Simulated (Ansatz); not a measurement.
Amorphous Hf36O70, 106 atoms at 9.19 g/cm³, one PBE-relaxed geometry, zone centre. Methods: PBE, scalar-relativistic without spin-orbit coupling (Ansatz, a program for electronic structure); r2SCAN, scalar-relativistic without spin-orbit coupling (Ansatz). Plane waves to 420 eV (r2SCAN 500 eV). The usual formal charges leave 4 electrons over, so the level spacing at the Fermi energy parts defect or band states and needn't be the band gap. At PBE the levels at the filled edge of the gap are localised (band-tail or defect states), and the nearest spread-out levels lie 4.1 eV apart at the zone centre. The higher rungs were started with moments on some atoms, which died out.

The cell was made by melting and quenching with the CHGNet potential and then relaxed with DFT. O atoms were pushed apart under 1.9 Å during the dynamics, to hinder bonds among them. The hot cell started wider than the set density and was brought back towards it in steps. It is the lowest in DFT energy of 4 quenches. It is a model cell: composition and starting density were chosen by hand, and all elements were melted together. No dispersion term was used. Its density started from a set value of 8.89 and ended at 9.19 g/cm³. The simulated quench (nominally 120 K/ps over its main leg) is rapid and tends to freeze in more defects than a deposited or slowly cooled glass has. Values belong to this one cell and scatter from quench to quench. The volume was free in the relaxation, at fixed shape. Stress components on the final sampling reach 3.2 GPa.

The relaxation ran on the zone centre alone. At PBE the level spacing at the Fermi energy is 0.96 eV on a 2×2×2 Γ-centred mesh, and the spacing at the zone centre alone 1.05 eV.

Q: What zone-centre spacing does r2SCAN give, roughly?

A: 1.25 eV (+0.19 eV against PBE).

The highest filled and the lowest empty state spread over these numbers of atoms (participation numbers): PBE: 8.8 and 40.0; r2SCAN: 8.1 and 39.6.
